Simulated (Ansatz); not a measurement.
Results of r²SCAN+rVV10 (Ansatz, a program for electronic structure, plane waves, PAW) for Ta2O5 (model structure, C2/c, No. 15, 14 atoms in the cell).

Numerical settings: plane-wave cutoff 560 eV, 8×8×6 k mesh (along the axes of the cell as run), Fermi–Dirac smearing 0.01 eV, scalar-relativistic PAW data made under PBE.

Cell (relaxed at this level):

```
CELL_PARAMETERS angstrom
      6.39324    -2.42239     0.05189
      6.39324     2.42239     0.05189
     -1.40636     0.00000     5.32856
ATOMIC_POSITIONS crystal
  Ta 0.89393 0.38549 0.76311
  Ta 0.61451 0.10607 0.73689
  Ta 0.10607 0.61451 0.23689
  Ta 0.38549 0.89393 0.26311
  O  0.33367 0.44854 0.53107
  O  0.55146 0.66633 0.96893
  O  0.66633 0.55146 0.46893
  O  0.44854 0.33367 0.03107
  O  0.86721 0.72240 0.87220
  O  0.27760 0.13279 0.62780
  O  0.13279 0.27760 0.12780
  O  0.72240 0.86721 0.37220
  O  0.90221 0.09779 0.75000
  O  0.09779 0.90221 0.25000
```

Question: Predict the band gap, smallest direct gap on the k points sampled and Γ–Γ gap.

Answer: 
- band gap: 3.72 eV
- smallest direct gap on the k points sampled: 3.90 eV
- Γ–Γ gap: 3.99 eV

Note: the relaxation could raise the start's symmetry but not lower it, so the cell can be a saddle point.

Spin–orbit coupling is not included.

A model structure was made by putting elements into a prototype or built by hand; it is no filed structure, need not be a known phase, and can be a saddle point held by its symmetry.
